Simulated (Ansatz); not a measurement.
Results of PBEsol-D3(BJ) in Ansatz (plane waves, PAW) for L1₂ (Cu3Au-type) Ni₃Si.

Output (set-up and result lines):

```
Crystal: 4 atoms, lattice volume = 38.629 Å³
Basis set: ecut = 520 eV, 1021 PW (Γ), exchange–correlation on 54×54×54 points (8 copies of the dense FFT grid, shifted against one another)
Bands: 35, of which v1, the nominal top of the filled ones, is band 29 counted from 1 (28 counted from 0)
Symmetry: 48 space group operations
Space group: Pm-3m (ITA 221), of the structure as read, at distance tolerance 3.4e-5 Å
k-points: 165 of 4096
Functional: x = pbesol(κ = 0.804, μ = 0.12345679012345678), c = pbesol(β = 0.046)
SCF iter   1: F=—  HF=-18040.370731 eV  |F-HF|=—  |Δ(HF+E_count)|=         —  Δρ=2.31e-2  dr2=1.03e-1
SCF iter   2: F=—  HF=-18040.348845 eV  |F-HF|=—  |Δ(HF+E_count)|=   2.19e-2  Δρ=4.91e-3  dr2=4.99e-3
  ...
SCF iter   8: F=—  HF=-18040.347409 eV  |F-HF|=—  |Δ(HF+E_count)|=   2.23e-9  Δρ=1.30e-6  dr2=4.34e-10
SCF iter   9: F=-18040.347409 eV  HF=-18040.347409 eV  |F-HF|=2.55e-11  |Δ(HF+E_count)|=  1.46e-10  Δρ=2.87e-7  dr2=3.48e-11
SCF 1 converged in 9 iterations: F = -18040.347409 eV  dr2 = 3.48e-11
SCF converged after 9 iterations
Free energy (F): -18040.347409 eV
Internal energy: -18040.332509 eV  (E = F + TS)
E sigma→0 (E₀):  -18040.339959 eV
Fermi energy:    19.870272 eV
--- Forces (eV/Å), atoms counted from 1 ---
  atom   1  Si    -0.00000000     0.00000000    -0.00000000
  atom   2  Ni     0.00000000     0.00000000    -0.00000000
  atom   3  Ni    -0.00000000    -0.00000000    -0.00000000
  atom   4  Ni     0.00000000    -0.00000000    -0.00000000
--- Stress (GPa, compression-positive) ---
       11.823014      -0.000000       0.000000
       -0.000000      11.823014       0.000000
        0.000000       0.000000      11.823014
  P = ⅓ Tr σ = 11.8230 GPa (118.230 kbar)
```

Problem. Write an input file that could have produced this run (the log leaves some choices open).

Solution. One answer among several that fit: 
Ansatz 0.2 input:
```yaml
crystal:
  lattice:
    - [3.3804265197, 0.0, 0.0]
    - [0.0, 3.3804265197, 0.0]
    - [0.0, 0.0, 3.3804265197]
  atoms:
    - { symbol: Si, position: [0.0, 0.0, 0.0] }
    - { symbol: Ni, position: [0.0, 0.5, 0.5] }
    - { symbol: Ni, position: [0.5, 0.0, 0.5] }
    - { symbol: Ni, position: [0.5, 0.5, 0.0] }
basis:
  ecutwfc: 520
  ecutrho_ratio: 4
  xc_grid: 2
kpoints:
  mp_grid: { grid: [16, 16, 16] }
hamiltonian:
  xc: pbesol
  dispersion: d3bj
  pseudopotentials: { kind: paw }
scf:
  occupations: { method: fermi_dirac, width: 0.05 }
  convergence: { dr2_threshold: 0.0000000004 }
output:
  forces: true
  stress: true
  eigenvalues: true
```

The cell is one volume of an energy–volume scan, off the minimum.

The PAW data were made under PBE.

Ansatz is a quantum-chemistry and plane-wave program.
